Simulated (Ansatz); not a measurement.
Start from Mg2Sn (space group Fm-3m, No. 225; a = 6.747 Å; relaxed with 0.1 eV smearing). Axes: x, y, z lie along the cube axes.

Method: PBEsol (Ansatz, an electronic-structure program), no spin-orbit coupling.

It is then changed as follows: the cell is stretched by 2.50 % along z with no lateral relaxation; the atoms relax in the strained cell.

**Question.** Predict the stress tensor and what it implies for the stiffness.

**Answer.** Stress of the strained cell less that of the base (GPa, compression positive):
```
   -0.6     0.0     0.0
    0.0    -0.6     0.0
    0.0     0.0    -1.8
```

Then −Δσ_ii/ε with ε = 0.0250 gives secant stiffness values (nonlinear terms included at this strain): C33 ≈ 72 GPa, C13 ≈ 25 GPa and C23 ≈ 25 GPa.

Stability against distortions was not tested.
